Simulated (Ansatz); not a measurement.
**TiTe2, pressure series**

Start from TiTe2 in the CdI2 type structure (space group P-3m1, No. 164; a = 3.697 Å, c = 6.384 Å; layered, stacked along the Cartesian z axis).

Cell and atoms are relaxed at each pressure.

Calculations: PBE-D3(BJ)/PAW in Ansatz (an electronic-structure program), without spin-orbit coupling.

Notes on the quantities. enthalpy: H = E + PV relative to the base's energy.

```csv
variant,density,c/a ratio,enthalpy,shortest interatomic distance
base,6.66 g/cm³,1.727,–,274.8 pm
pressure −2 GPa,6.24 g/cm³,1.764,-0.32 eV/atom,277.0 pm
pressure −1 GPa,6.48 g/cm³,1.739,-0.16 eV/atom,275.8 pm
pressure 0.3 GPa,6.71 g/cm³,1.725,+0.05 eV/atom,274.5 pm
pressure 0.7 GPa,6.77 g/cm³,1.723,+0.11 eV/atom,274.1 pm
pressure 1.5 GPa,6.88 g/cm³,1.719,+0.23 eV/atom,273.4 pm
pressure 3 GPa,7.07 g/cm³,1.717,+0.46 eV/atom,272.2 pm
pressure 5 GPa,7.29 g/cm³,1.716,+0.75 eV/atom,270.6 pm
pressure 7.5 GPa,7.53 g/cm³,1.720,+1.10 eV/atom,269.0 pm
pressure 10 GPa,7.75 g/cm³,1.724,+1.44 eV/atom,267.4 pm
```

Load acts through the strain it causes; cell and atoms are relaxed under it. Whether these cells are dynamically stable was not tested. Competing high-pressure phases were not computed. The final runs are not spin-polarised.
